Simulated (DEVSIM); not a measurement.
Device: abrupt Si n-p junction, at 300 K.

```
layer (left to right)  material  thickness (μm)  Nd (cm⁻³)  Na (cm⁻³)  τn (s)  τp (s)
---------------------  --------  --------------  ---------  ---------  ------  ------
1                            Si            24.0     3.6e17          -  3.4e-7  3.4e-7
2                            Si            35.0          -     3.2e15  3.4e-7  3.4e-7
```

Left contact: ohmic. Right contact: ohmic. Voltage is applied to the left contact. Recombination: SRH at mid-gap, Auger. Mobility is μmin + (μ − μmin)/(1 + (N/Nref)^α).

This is a model device: material constants are rounded textbook-type values typed into the input, and sizes, dopings and lifetimes were drawn at random. Values at 300 K.

```
parameter           Si
-------------  -------
gap (eV)         1.124
affinity (eV)     4.05
permittivity      11.7
Nc (cm⁻³)      2.86e19
Nv (cm⁻³)       3.1e19
μn (cm²/Vs)       1417
μp (cm²/Vs)        470
μn,min              52
μp,min              45
Nref,n          9.7e16
Nref,p          2.2e17
αn                0.68
αp                0.72
Cn (cm⁶/s)     2.8e-31
Cp (cm⁶/s)     9.9e-32
```

Model (solved in DEVSIM): 1D drift-diffusion, Boltzmann statistics, complete ionisation; no tunnelling, impact ionisation, image-force lowering or self-heating.

The doping Na of layer 2 was swept, all else fixed.

| doping Na of layer 2 (cm^-3) | dark forward voltage at 100 A/cm² (V) | potential step across the device at zero bias (V) | dark forward voltage at 1 A/cm² (V) | largest field in the device at zero bias (V/cm) |
|---|---|---|---|---|
| 9.6e13 | 0.885 | 0.683 | 0.560 | 33000 |
| 3.2e14 | 0.842 | 0.714 | 0.569 | 33000 |
| 9.6e14 | 0.826 | 0.742 | 0.585 | 35000 |
| 3.2e15 | 0.818 | 0.774 | 0.608 | 39000 |
| 9.6e15 | 0.820 | 0.802 | 0.635 | 52000 |
| 3.2e16 | 0.833 | 0.833 | 0.668 | 85000 |
| 9.6e16 | 0.850 | 0.862 | 0.698 | 140000 |

From the first row to the last the dark forward voltage at 100 A/cm² goes from 0.885 to 0.850. From the first row to the last the potential step across the device at zero bias goes from 0.683 to 0.862.
